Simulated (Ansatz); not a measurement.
Output of an Ansatz run (abridged):

```
WARN the atoms were moved onto the symmetric positions of the space group found under crystal.symmetry.tolerance 1.0e-5 (fractional …
WARN ansatz: RAYON_NUM_THREADS=1 ignored (pool sized by the plan → 1); use --threads N
Pseudopotentials: kind: paw
Pseudopotential: Sr, paw, valence charge 10
Pseudopotential: Ga, paw, valence charge 13
Pseudopotential: Si, paw, valence charge 4
Crystal: 3 atoms, lattice volume = 72.293 Å³
Basis set: ecut = 420.4159175005146 eV, 1401 PW (Γ)
Bands: 18, of which v1, the nominal top of the filled ones, is band 14 counted from 1 (13 counted from 0)
Symmetry: 12 space group operations
Space group: P-6m2 (ITA 187), of the structure as read, at distance tolerance 4.2e-5 Å
k-points: 48 of 567 (time reversal used)
PAW frozen core: Sr, regenerated for the run's functional, and the local potential with it
PAW frozen core: Ga, regenerated for the run's functional, and the local potential with it
PAW frozen core: Si, regenerated for the run's functional, and the local potential with it
Initial density: superposition of atomic densities (neutral atoms: chi_scale 0, normalization atom), corrected by the library's trained network
Initial wavefunctions: pseudopotential atomic-orbital guess
Eigensolver: davidson
Functional: x = slater, c = lda
SCF iter   1: F=—  HF=-7761.540586 eV  |F-HF|=—  |Δ(HF+E_count)|=         —  Δρ=5.72e-3  dr2=2.55e-2  ethr=1.77e-3  ⟨swp⟩=6.8  Hψ=5130  notcnv=0
all-band conjugate gradients solve this SCF's bands
preconditioner: auto → Kerker (q_TF=auto, 2.315 Å⁻¹)
SCF iter   2: F=—  HF=-7761.535523 eV  |F-HF|=—  |Δ(HF+E_count)|=   5.06e-3  Δρ=3.33e-3  dr2=1.19e-2  ethr=9.46e-5  ⟨swp⟩=1.2  Hψ=1276  notcnv=0
SCF iter   3: F=—  HF=-7761.532549 eV  |F-HF|=—  |Δ(HF+E_count)|=   2.97e-3  Δρ=7.19e-4  dr2=4.35e-4  ethr=4.40e-5  ⟨swp⟩=2.0  Hψ=1049  notcnv=0
SCF iter   4: F=—  HF=-7761.532505 eV  |F-HF|=—  |Δ(HF+E_count)|=   4.46e-5  Δρ=3.48e-4  dr2=1.59e-4  ethr=1.61e-6  ⟨swp⟩=2.9  Hψ=1747  notcnv=0
SCF iter   5: F=—  HF=-7761.532446 eV  |F-HF|=—  |Δ(HF+E_count)|=   5.90e-5  Δρ=1.91e-4  dr2=3.28e-5  ethr=5.88e-7  ⟨swp⟩=2.0  Hψ=1323  notcnv=0
SCF iter   6: F=—  HF=-7761.532431 eV  |F-HF|=—  |Δ(HF+E_count)|=   1.47e-5  Δρ=7.12e-5  dr2=5.97e-6  ethr=1.21e-7  ⟨swp⟩=2.2  Hψ=1304  notcnv=0
SCF iter   7: F=—  HF=-7761.532429 eV  |F-HF|=—  |Δ(HF+E_count)|=   1.82e-6  Δρ=1.24e-5  dr2=1.91e-7  ethr=2.21e-8  ⟨swp⟩=2.4  Hψ=1470  notcnv=0
SCF iter   8: F=-7761.532429 eV  HF=-7761.532429 eV  |F-HF|=2.01e-8  |Δ(HF+E_count)|=   5.53e-9  Δρ=5.62e-6  dr2=3.13e-8  ethr=3.70e-10  ⟨swp⟩=6.7  Hψ=4290  notcnv=0
SCF 1 converged in 8 iterations: F = -7761.532429 eV  dr2 = 3.13e-8
SCF converged after 8 iterations
Free energy (F): -7761.532429 eV
Harris-Foulkes:  -7761.532429 eV  (|F-HF|=2.01e-8)
Internal energy: -7761.496054 eV  (E = F + TS)
E sigma→0 (E₀):  -7761.514242 eV
Entropy (-TS):   -0.036375 eV (-12.125 meV/atom)
Fermi energy:    8.272085 eV
--- Per-component energies (eV) ---
  E_band       = -142.171945
  E_kinetic    = 401.886214
  E_local      = -2837.619236  (includes V_loc(G=0)·N_el)
  E_nonlocal   = 656.780338
  E_hartree    = 1180.568343
  E_xc         = -295.604191
  E_vxc        = -268.049716  (∫ρ·V_xc dr)
  E_paw        = -4993.688272  (= ΣΔE_a)
  E_vpaw       = -456.300888  (= ΣTr[D̂ρ^β])
  E_aug_tail   = -0.000108  (compensation charges beyond the density's cutoff)
  E_ewald      = -1875.926088
  E_core_change = 2.106946  (= ΣΔE_core)
  E_smearing   = -0.036375  (= −TS)
  E_closure    = -0.000000  (closes the sum)
  Σ components = -7761.532429   (vs F -7761.532429, Δ=0.00e0)
--- Forces (eV/Å), atoms counted from 1 ---
  atom   1  Sr     0.00000000    -0.00000000     0.00000000
   [... zero for the other atoms too ...]
  max |Σ_I F_I| component: 1.11e-16 eV/Å
--- Stress (GPa, compression-positive) ---
       -3.677592      -0.000000       0.000000
       -0.000000      -3.677592      -0.000000
        0.000000      -0.000000      -3.643011
  P = ⅓ Tr σ = -3.6661 GPa (-36.661 kbar)
  The stress holds the Pulay correction. Without it, at fixed plane waves, as pw.x and ABINIT print it: P = -3.6873 GPa
--- Band table (eV; the first three rows and the last of 48) ---
  k-point 0: bands = ["-27.0741", "-9.2145", "-9.0409", "-9.0409", "-6.8980", "-6.8980", "-6.8718", "-6.8122", "-6.8122", "-2.1425", "6.3247", "6.9922", "6.9922", "7.9974", "8.2471", "10.9957", "10.9957", "12.4864"]
  k-point 1: bands = ["-27.0738", "-9.2347", "-9.0400", "-9.0400", "-6.8989", "-6.8989", "-6.8707", "-6.8115", "-6.8115", "-2.0443", "5.5802", "7.0573", "7.0573", "8.3127", "8.8142", "10.5311", "10.5311", "12.2572"]
  k-point 2: bands = ["-27.0731", "-9.2793", "-9.0379", "-9.0379", "-6.9008", "-6.9008", "-6.8682", "-6.8101", "-6.8101", "-1.8080", "4.5853", "7.2197", "7.2197", "8.4764", "9.9611", "9.9611", "10.0518", "11.5105"]
  k-point 47: bands = ["-27.0573", "-9.2274", "-9.1941", "-9.1856", "-6.9091", "-6.8743", "-6.8313", "-6.8178", "-6.8089", "0.4867", "1.1455", "4.4942", "6.6978", "7.3403", "10.8607", "12.2807", "12.5476", "13.1796"]
```

The structure:

```xyz
3
Lattice="4.1921 0.0000 0.0000 -2.0961 3.6305 0.0000 0.0000 0.0000 4.7500" Properties=species:S:1:pos:R:3 pbc="T T T"
Sr     0.0000     0.0000     0.0000
Ga     0.0000     2.4203     2.3750
Si     2.0961     1.2102     2.3750
```

Task: Reconstruct the input of this run.

Result: Other spellings and defaults could give the same log, and not every line can be read from it. The input that was run (DFT, LDA (PW92), plane waves, default PAW files made with PBE):

Ansatz 0.2 input:
```yaml
crystal:
  lattice:
    - [4.192119, 0.000000, 0.000000]
    - [-2.096059, 3.630481, 0.000000]
    - [0.000000, 0.000000, 4.750027]
  atoms:
    - { symbol: Sr, position: [0.000000, 0.000000, 0.000000] }
    - { symbol: Ga, position: [0.333333, 0.666667, 0.500000] }
    - { symbol: Si, position: [0.666667, 0.333333, 0.500000] }
basis:
  ecutwfc: 30.9 Ry
kpoints:
  mp_grid: { grid: [9, 9, 7] }
hamiltonian:
  xc: lda
  pseudopotentials: { kind: paw }
scf:
  occupations: { method: fermi_dirac, width: 0.0073 Ry }
output:
  forces: true
  eigenvalues: true
  stress: true
```

The starting cell comes from a database of computed structures (which also holds hypothetical and non-ambient phases and stackings), without a prior relaxation at this level. Its lattice was rescaled by up to half a per cent. With a pressure of about -4 GPa the cell is away from its equilibrium volume at this level. Ansatz's pressure includes its estimate of the finite-basis (Pulay) stress.

Ansatz is an electronic-structure program.
